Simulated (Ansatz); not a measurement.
An Ansatz (a program for electronic structure) run: Mo with a change (uniaxial strain ε_zz = +1.50 %); Ansatz LDA, no spin-orbit coupling.

Input:

Ansatz 0.2 input:
```yaml
crystal:
  lattice:
    - [-1.5557622645, 1.5557622645, 1.5790986984]
    - [1.5557622645, -1.5557622645, 1.5790986984]
    - [1.5557622645, 1.5557622645, -1.5790986984]
  atoms:
    - { symbol: Mo, position: [0, 0, 0] }
basis: { ecutwfc: 420, ecutrho_ratio: 4, xc_grid: 2, fft_grid_basis: typed }
kpoints: { mp_grid: { grid: [30, 30, 30] } }
hamiltonian:
  xc: lda
  dispersion: none
  pseudopotentials: { kind: paw }
scf: { occupations: { method: fermi_dirac, width: 0.1 }, convergence: { dr2_threshold: 0.0000000001 } }
relax: { f_tol: 0.005, max_steps: 50 }
output: { forces: true, stress: true }
checkpoint: { write: state.ck, write_every: 1000 }
```

Output:

```
Relaxation: its limit of steps is 50 (relax.max_steps)
WARN ansatz: RAYON_NUM_THREADS=1 ignored (pool sized by the plan → 1); use --threads N
Pseudopotentials: kind: paw
Pseudopotential: Mo, paw, valence charge 14
Functional definition: SPW92
Crystal: 1 atoms, lattice volume = 15.288 Å³
Basis set: ecut = 420 eV, 321 PW (Γ), exchange–correlation on 40×40×40 points (8 copies of the dense FFT grid, shifted against one another)
Bands: 11, of which v1, the nominal top of the filled ones, is band 7 counted from 1 (6 counted from 0)
Symmetry: 16 space group operations
Space group: I4/mmm (ITA 139), of the structure as read, at distance tolerance 2.5e-5 Å
k-points: 1992 of 27000
PAW frozen core: Mo, regenerated for the run's functional, and the local potential with it
Initial density: superposition of atomic densities (neutral atoms: chi_scale 0, normalization atom), corrected by the library's trained network
Initial wavefunctions: pseudopotential atomic-orbital guess
Eigensolver: davidson
Functional: x = slater, c = lda
SCF iter   1: F=—  HF=-4842.865656 eV  |F-HF|=—  |Δ(HF+E_count)|=         —  Δρ=7.23e-3  dr2=1.82e-3  ethr=1.77e-3  ⟨swp⟩=5.0  Hψ=129352  notcnv=0
all-band conjugate gradients solve this SCF's bands
preconditioner: auto → none
SCF iter   2: F=—  HF=-4842.865270 eV  |F-HF|=—  |Δ(HF+E_count)|=   3.85e-4  Δρ=3.54e-3  dr2=3.98e-4  ethr=1.30e-5  ⟨swp⟩=1.9  Hψ=42208  notcnv=0
SCF iter   3: F=—  HF=-4842.865221 eV  |F-HF|=—  |Δ(HF+E_count)|=   4.96e-5  Δρ=5.54e-4  dr2=3.63e-5  ethr=2.84e-6  ⟨swp⟩=3.0  Hψ=35898  notcnv=0
SCF iter   4: F=—  HF=-4842.865206 eV  |F-HF|=—  |Δ(HF+E_count)|=   1.51e-5  Δρ=1.04e-4  dr2=6.41e-7  ethr=2.59e-7  ⟨swp⟩=2.1  Hψ=32052  notcnv=0
SCF iter   5: F=—  HF=-4842.865206 eV  |F-HF|=—  |Δ(HF+E_count)|=   1.52e-7  Δρ=4.75e-5  dr2=1.35e-7  ethr=4.58e-9  ⟨swp⟩=2.0  Hψ=35920  notcnv=0
SCF iter   6: F=—  HF=-4842.865206 eV  |F-HF|=—  |Δ(HF+E_count)|=   5.66e-8  Δρ=1.46e-5  dr2=1.15e-8  ethr=9.66e-10  ⟨swp⟩=2.3  Hψ=36303  notcnv=0
SCF iter   7: F=-4842.865206 eV  HF=-4842.865206 eV  |F-HF|=5.46e-11  |Δ(HF+E_count)|=   5.33e-9  Δρ=1.24e-6  dr2=7.90e-11  ethr=1.00e-12  ⟨swp⟩=3.3  Hψ=92335  notcnv=0
SCF 1 converged in 7 iterations: F = -4842.865206 eV  dr2 = 7.90e-11
relax step   1: F+E_penalty+E_count = -4842.86520576 eV  Δ(F+E_penalty+E_count) = +0.000e0 eV  max|allowed force component| = 0.000e0 eV/Å  Δτ_max = 0.0000 Å  (7 SCF iters, accepted)
SCF converged after 7 iterations
Free energy (F): -4842.865206 eV
Harris-Foulkes:  -4842.865206 eV  (|F-HF|=5.46e-11)
Internal energy: -4842.844642 eV  (E = F + TS)
E sigma→0 (E₀):  -4842.854924 eV
Entropy (-TS):   -0.020563 eV (-20.563 meV/atom)
Fermi energy:    21.371325 eV
--- Per-component energies (eV) ---
  E_band       = -50.721462
  E_kinetic    = 442.175811
  E_local      = -773.379946  (includes V_loc(G=0)·N_el)
  E_nonlocal   = 147.772858
  E_hartree    = 254.681512
  E_xc         = -182.799218
  E_vxc        = -229.154189  (∫ρ·V_xc dr)
  E_paw        = -3089.449210  (= ΣΔE_a)
  E_vpaw       = -147.498926  (= ΣTr[D̂ρ^β])
  E_aug_tail   = 0.000032  (compensation charges beyond the density's cutoff)
  E_ewald      = -1642.319298
  E_core_change = 0.472816  (= ΣΔE_core)
  E_smearing   = -0.020563  (= −TS)
  E_closure    = 0.000000  (closes the sum)
  Σ components = -4842.865206   (vs F -4842.865206, Δ=0.00e0)
  [band-id]    e_kinetic+e_local+e_nonlocal+2·e_hartree+e_vxc+e_vpaw+e_augmentation_tail = -50.721337   (vs E_band -50.721462, Δ=1.25e-4)
--- Forces (eV/Å), atoms counted from 1 ---
  atom   1  Mo     0.00000000     0.00000000    -0.00000000
  max |Σ_I F_I| component: 1.11e-31 eV/Å
--- Stress (GPa, compression-positive) ---
       -2.598593       0.000000       0.000000
        0.000000      -2.598593      -0.000000
        0.000000      -0.000000      -7.345323
  P = ⅓ Tr σ = -4.1808 GPa (-41.808 kbar)
  The stress holds the Pulay correction. Without it, at fixed plane waves, as pw.x and ABINIT print it: P = -4.1931 GPa
  The stress includes an estimate of the error left by incomplete SCF convergence (largest component -0.0014 GPa).
--- Band table ---
  band table: none
--- Relaxed structure (1 steps of the walk, 1 accepted, 0 SCFs on fresh bases) ---
  F+E_penalty+E_count = -4842.86520576 eV   max|allowed force component| = 0.000e0 eV/Å
  atoms:
    - { symbol: Mo, position: [0.0, 0.0, 0.0] }
```

Stability against distortions was not tested. The final runs are not spin-polarised. The cell was made from Mo in the bcc (W type) structure (space group Im-3m, No. 229) by this change: uniaxial strain ε_zz = +1.50 %.
